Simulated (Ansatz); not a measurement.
**Response to strain in TiPt3**

Consider TiPt3 in the Cu3Au type structure (space group Pm-3m, No. 221; a = 3.900 Å; relaxed with 0.1 eV smearing).

Strains are applied to the cell and any free atomic positions relax.

Calculations: PBEsol (Ansatz, a program for electronic structure), without spin-orbit coupling.

Notes on the quantities. energy relative to the base: free energy F.

```json
[
 {"isotropic strain (%)": "-3", "energy relative to the base (meV/atom)": "112.4"},
 {"isotropic strain (%)": "-2.4", "energy relative to the base (meV/atom)": "70.2"},
 {"isotropic strain (%)": "-1.8", "energy relative to the base (meV/atom)": "38.5"},
 {"isotropic strain (%)": "-1.2", "energy relative to the base (meV/atom)": "?"},
 {"isotropic strain (%)": "-0.6", "energy relative to the base (meV/atom)": "4.1"},
 {"isotropic strain (%)": "0", "energy relative to the base (meV/atom)": "0.0"}
]
```

Q: Fit ΔE = Aε² + Bε³ (ε in %) to the rows shown and predict the withheld row.

A: Least squares on the printed values gives A = 11.0 and B = -0.50 meV/atom (largest residual 0.0 meV/atom); this predicts 16.7 meV/atom, and the run gives 16.7 meV/atom, in agreement.

Stability against distortions was not tested. The final runs are not spin-polarised.
